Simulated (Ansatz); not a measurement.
Levels about the gap of amorphous Ti20O41Ba (62 atoms in a cell of 777 Å³, 3.74 g/cm³; zone centre alone, so wide bands show as single levels with stretches between that a denser mesh fills), at the geometry that PBE relaxed, where it gives -0.3 GPa on a denser mesh. The participation number counts the atoms over which a state spreads; weights are charges in smoothed Voronoi cells. The levels come from a single point, so bond lengths are those of that geometry. Method of the levels: PBE, scalar-relativistic without spin-orbit coupling (Ansatz, a quantum-chemistry and plane-wave program). Sampling: the zone centre alone; Fermi-Dirac width 0.02 eV; no spin polarisation.

The cell was made by melting and quenching with the CHGNet potential and then relaxed with DFT. O atoms were pushed apart under 1.9 Å during the dynamics, to hinder bonds among them. The hot cell started wider than the set density and was brought back towards it in steps. It is the lowest in DFT energy of 2 quenches. It is a model cell: composition and starting density were chosen by hand, and all elements were melted together. No dispersion term was used. Its density started from a set value of 3.74 and ended at 3.74 g/cm³. The quench (nominally 240 K/ps over its main leg) was far faster than any real one, so the model tends to hold more defects than a real film. Values belong to this one cell and scatter from quench to quench. The volume was held where the preparation left it and the shape relaxed, at a PBE pressure of -0.3 GPa (tension).

```csv
"E - E(highest filled), eV",filling,participation number,largest on,weight O,weight Ti,weight Ba
-0.34,filled,22.0,"O, 3 neighbours",0.91,0.09,0.00
-0.32,filled,15.4,"O, 2 neighbours",0.92,0.07,0.00
-0.23,filled,14.4,"O, 3 neighbours",0.92,0.08,0.00
-0.22,filled,19.9,"O, 2 neighbours",0.90,0.09,0.00
-0.16,filled,24.1,"O, 3 neighbours",0.93,0.07,0.00
-0.11,filled,13.9,"O, 3 neighbours",0.93,0.07,0.00
0.00,filled,15.9,"O, 3 neighbours",0.92,0.08,0.00
2.70,empty,17.7,"Ti, 5 neighbours",0.20,0.80,0.00
2.73,empty,12.8,"Ti, 5 neighbours",0.20,0.80,0.00
2.77,empty,23.8,"Ti, 5 neighbours",0.19,0.81,0.00
2.81,empty,18.6,"Ti, 6 neighbours",0.19,0.81,0.00
2.87,empty,10.9,"Ti, 5 neighbours",0.18,0.82,0.00
2.93,empty,17.5,"Ti, 6 neighbours",0.18,0.82,0.00
2.98,empty,18.1,"Ti, 6 neighbours",0.20,0.80,0.00
```

Most localised among these is the empty level at +2.87 eV, on a Ti atom, which has 5 neighbours (O 1.77 Å, O 1.92 Å, O 1.92 Å, O 1.94 Å, O 2.09 Å).
